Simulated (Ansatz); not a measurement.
# Ge3N4 with two functionals, biaxial strain −0.59 %, plane normal [001], relaxed out of plane

Base system: Ge₃N₄ (space group P6_3/m, No. 176; a = 8.1295 Å, c = 3.1141 Å). Axes: x lies along a and z along c of the hexagonal cell.

(Cell as relaxed with PBE.)

Levels (all Ansatz, a quantum-chemistry and plane-wave program, PAW): PBE (420 eV, spin-orbit coupling left out); PBEsol (420 eV, no spin-orbit coupling).

Each level relaxes its own structure.

```csv
base,PBE,PBEsol
volume per atom,12.73 Å³,12.39 Å³
lattice parameter a,8.129 Å,8.057 Å
band gap,1.82 eV,2.09 eV
```

Modification: compressive biaxial strain of 0.59 % in the plane normal to [001], as in epitaxy on a mismatched substrate; the out-of-plane cell vector and the atoms relax.

| quantity | PBE | PBEsol |
|---|---|---|
| mean in-plane stress (compression positive) | +2.3 GPa | (withheld) |
| electron mass | 0.21 mₑ out of plane, 0.25 mₑ in plane (at Γ) | (withheld) |
| band gap | 1.95 eV | (withheld) |

Q: Predict the PBEsol column.

A: 
- mean in-plane stress (compression positive), PBEsol: +2.4 GPa
- electron mass, PBEsol: 0.22 mₑ out of plane, 0.27 mₑ in plane (at Γ)
- band gap, PBEsol: 2.21 eV

PBE's in-plane stress lies 0.1 GPa below PBEsol's; PBE's band gap lies 0.26 eV below PBEsol's. Neither level is exact; PBEsol is the comparison here, not a measurement.

Masses are band curvatures over ±0.01 Å⁻¹ around the edge. Whether these cells are dynamically stable was not tested.
